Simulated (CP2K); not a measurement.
```xyz
6
Lattice="4.6489 0.0000 0.0000 -2.3245 4.0261 0.0000 0.0000 0.0000 10.3768" Properties=species:S:1:pos:R:3 pbc="T T T"
Hg     1.6000     2.7712     0.0000
Hg     1.4990     0.0000     6.9179
Hg    -0.7245     1.2549     3.4589
Te     1.1941     2.0683     5.1884
Te     2.2607     0.0000     1.7295
Te    -1.1303     1.9578     8.6473
```

Method of the run: LDA (Pade form), GPW, DZVP-MOLOPT-SR-GTH basis, GTH-PADE potentials (GTH_POTENTIALS) run with CP2K.

The set-up and first iterations of a CP2K log for HgTe (C2, 6 atoms in the cell):

```
 GLOBAL| Method name                                                        CP2K
 GLOBAL| Project name                                                       calc
 GLOBAL| Run type                                                   ENERGY_FORCE

 CELL| Volume [angstrom^3]:                                           194.223216
 CELL| Vector a [angstrom]:       4.649     0.000     0.000   |a| =     4.648941
 CELL| Vector b [angstrom]:      -2.324     4.026     0.000   |b| =     4.648941
 CELL| Vector c [angstrom]:       0.000     0.000    10.377   |c| =    10.376776
 CELL| Angle (b,c), alpha [degree]:                                    90.000000
 CELL| Angle (a,c), beta  [degree]:                                    90.000000
 CELL| Angle (a,b), gamma [degree]:                                   120.000005
 CELL| Numerically orthorhombic:                                              NO
   [... lines left out ...]
 BRILLOUIN| K-Point point group symmetrization                               OFF
 BRILLOUIN| Wavefunction type                                            COMPLEX
 BRILLOUIN| List of Kpoints [2 Pi/Bohr]                                        4
 BRILLOUIN| Number           Weight            X              Y              Z
 BRILLOUIN|     1           0.25000        0.00000        0.00000        0.00000
 BRILLOUIN|     2           0.25000        0.00000        0.50000        0.00000
 BRILLOUIN|     3           0.25000        0.50000        0.00000        0.00000
 BRILLOUIN|     4           0.25000        0.50000        0.50000        0.00000
 *******************************************************************************

 Extrapolation method: initial_guess

 Re-scaling the density matrix to get the right number of electrons
                  # Electrons              Trace(P)               Scaling factor
                           54                54.000                        1.000

 Number of electrons:                                                         54
 Number of occupied orbitals:                                                 27
 Number of molecular orbitals:                                                37

 Number of orbital functions:                                                114
 Number of independent orbital functions:                                    114
 SCF WAVEFUNCTION OPTIMIZATION

  Step     Update method      Time    Convergence         Total energy    Change
     1 NoMix/Diag. 0.20E+00      -     3.61595561      -148.5859185678 -1.49E+02
     2 Broy./Diag. 0.20E+00      -     1.14464985      -150.9242611221 -2.34E+00
     3 Broy./Diag. 0.20E+00      -     4.46390812      -150.0225741662  9.02E-01
     4 Broy./Diag. 0.20E+00      -     5.33675788      -149.0110699805  1.01E+00
     5 Broy./Diag. 0.20E+00      -     2.16335916      -148.5946372053  4.16E-01
     6 Broy./Diag. 0.20E+00      -     0.39876059      -148.3792997230  2.15E-01
```

Q: How does the run end?

A: The run ended unconverged after 100 iterations. It gives no final result for the task that was set. The log goes on:

```
   [... 90 lines left out ...]
    97 Broy./Diag. 0.20E+00      -    11.37201437      -147.9275996201 -7.77E-01
    98 Broy./Diag. 0.20E+00      -     4.77953518      -148.4959283934 -5.68E-01
    99 Broy./Diag. 0.20E+00      -     5.56466100      -148.2596873823  2.36E-01
   100 Broy./Diag. 0.20E+00      -     1.97666900      -148.3639342790 -1.04E-01
  Leaving inner SCF loop after reaching   100 steps.

  Overlap energy of the core charge distribution:               0.00000002140991
  Self energy of the core charge distribution:               -266.78291886569423
  Core Hamiltonian energy:                                     75.46025807772736
  Hartree energy:                                              65.88647087555620
  Exchange-correlation energy:                                -22.92774438792673
  Electronic entropic energy:                                  -0.00000000004951
  Fermi energy:                                                 0.16038847528506

  Total energy:                                              -148.36393427895621
  Total energy (extrapolated to T->0):                       -148.36393427893145

 *******************************************************************************
 *   ___                                                                       *
   [... lines left out ...]
 * /| |                                                                        *
 * / \                                                            qs_scf.F:702 *
 *******************************************************************************

 ===== Routine Calling Stack =====

            4 scf_env_do_scf
            3 qs_energies
            2 qs_forces
            1 CP2K
Abort(1) on node 0 (rank 0 in comm 0): application called MPI_Abort(MPI_COMM_WORLD, 1) - process 0
```

The starting cell comes from a database of computed structures (which also holds hypothetical and non-ambient phases and stackings), without a prior relaxation at this level. Its lattice was rescaled by up to half a per cent. One atom was moved a little off its site on purpose. Values carry the incompleteness of an atom-centred basis.

The run was DFT LDA (Pade form), GPW, DZVP-MOLOPT-SR-GTH basis, GTH-PADE potentials (GTH_POTENTIALS). Main settings of its input:

| key | value |
|---|---|
| CUTOFF | 500 Ry |
| REL_CUTOFF | 10 Ry |
| SMEAR/METHOD | FERMI_DIRAC |
| ELECTRONIC_TEMPERATURE | 232.09 K |
| KPOINTS/SCHEME | MONKHORST-PACK 2 2 1 |
| GAMMA_CENTERED | T |
| XC_FUNCTIONAL | PADE |
| Hg/BASIS_SET | DZVP-MOLOPT-SR-GTH-q12 |
| Hg/POTENTIAL | GTH-PADE-q12 |
| Te/BASIS_SET | DZVP-MOLOPT-SR-GTH-q6 |
| Te/POTENTIAL | GTH-PADE-q6 |
| METHOD | GPW |
